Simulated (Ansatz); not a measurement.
**MgO, pressure series**

Base system: MgO in the rock salt structure (space group Fm-3m, No. 225; a = 4.2142 Å).

Cell and atoms are relaxed at each pressure.

Level of theory: Kohn–Sham DFT with the PBEsol functional, run in Ansatz (a first-principles code) with PAW and 420 eV plane waves, no spin-orbit coupling.

| pressure (GPa) | band gap (eV) |
|---|---|
| -2 | 4.50 |
| -1 | 4.56 |
| 0 | 4.62 |
| 1.8 | ? |
| 4.2 | 4.87 |
| 9 | 5.13 |
| 18 | 5.58 |

### Question
Fit E_g = E₀ + αP + βP² to the rows shown and predict the withheld row.

### Answer
Least squares on the printed values gives E₀ = 4.62 eV, α = 60.2 meV/GPa, β = -0.39 meV/GPa² (largest residual 0.00 eV); this predicts 4.73 eV, and the run gives 4.73 eV, in agreement.

Load acts through the strain it causes; cell and atoms are relaxed under it. Stability against distortions was not tested. Competing high-pressure phases were not computed.
